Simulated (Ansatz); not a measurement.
The reference is WC (space group P-6m2, No. 187; a = 2.899 Å, c = 2.827 Å; relaxed with 0.1 eV smearing). Axes: x lies along a and z along c of the hexagonal cell.

Computed with Kohn–Sham DFT with the PBEsol functional, run in Ansatz (a program for electronic structure) with PAW and 420 eV plane waves, without spin-orbit coupling.

Base values:

```
Item                               Result
-----------------------------  ----------
Shortest interatomic distance  4.140 bohr
Pressure                          0.0 GPa
```

The change: uniaxial strain ε_xx = −2.50 %, all other strain components held at zero; the atoms relax in the strained cell.

Question: What happens to the shortest interatomic distance and pressure?

Answer: The shortest interatomic distance shrinks by 0.038 bohr to 4.102 bohr; the pressure (mean of the normal stresses, compression positive) goes from zero to 10.5 GPa.

No phonon test of stability was made. All final runs are without spin polarisation.
